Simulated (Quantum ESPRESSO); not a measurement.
# Energy against c/a at fixed volume: hcp Hf (space group 194) (Quantum ESPRESSO, LDA)

```yaml
crystal:
  lattice:
    - [3.16811, 0.00000, 0.00000]
    - [-1.58406, 2.74367, 0.00000]
    - [0.00000, 0.00000, 4.81473]
  atoms:
    - { symbol: Hf, position: [0.66667, 0.33333, 0.75000] }
    - { symbol: Hf, position: [0.33333, 0.66667, 0.25000] }
```

Method of the run: LDA (PZ), GBRV 1.5 ultrasoft (LDA) pseudopotentials (plane waves; Quantum ESPRESSO). Settings: ecutwfc = 52 Ry; ecutrho = 416 Ry; occupations = smearing; smearing = fd; degauss = 0.0036749 Ry; potentials = {Hf: hf_lda_v1.uspp.F.UPF}; K_POINTS = automatic 24 24 14 0 0 0; conv_thr = 1e-10 Ry. The cell above is the first row's. The rows change c/a at fixed volume. In all rows fractional positions and the k mesh are held. E is the free energy at the stated smearing, counted from the lowest row.

```csv
c/a,E (meV/atom)
1.5197,9.49
1.5356,5.29
1.5514,2.33
1.5672,0.60
1.5831,0.00
1.5989,0.52
1.6147,2.09
1.6306,4.67
1.6464,?
```

Problem. Using a cubic, estimate the missing E at c/a = 1.6464 from the other rows, showing the fit.

Solution. With u = c/a - 1.58, the rows have u = -0.06030, -0.04440, -0.02860, -0.01280, 0.00310, 0.01890, 0.03470, 0.05060. Least squares gives E = 0.031 - 15.45·u + 2222.3·u² - 2058·u³. Residuals (row less fit): -0.004, 0.012, -0.009, 0.003, -0.004, 0.001, 0.005, -0.002; standard error 0.009 (degrees of freedom: 4). The fitted curve has its minimum at c/a = 1.58, where E = 0.00. To one more digit the minimum is at c/a = 1.583; the ideal close-packed ratio is 1.633. At the withheld row, u = 0.06640, so E = 0.031 - 15.45 × 0.06640 + 2222.3 × 0.06640² - 2058 × 0.06640³ = 8.201 meV/atom. The calculation gives 8.21 meV/atom, 0.009 meV/atom above the prediction (0.1 % of the range of E in the table). The row lies outside the fitted rows, so this is an extrapolation. From the scatter of the fitted rows alone, a prediction at this place has a standard error of 0.023 meV/atom, so the miss is 0.4 times that.

Carrying the step between the two nearest rows on in a straight line would have given 7.23, off by 0.98; series whose last step already gives the withheld value aren't shown. The reference cell has the volume at which an earlier scan in this program and functional put its minimum by a fit; axis ratios and inner coordinates come from a measured-size cell. The runs keep the symmetry of the cell, so they don't test it for distortions. The best c/a moves a little with volume. Spin-orbit coupling is off. In metals such curves are sensitive to mesh and smearing. Cutoffs and mesh are single choices, not tested for convergence of this quantity. Series with a scatter that would blur these digits, or in which a gap closes, are not shown. Strain series were run only where this level's volume lies within 10 % of a first guess from the measured size.
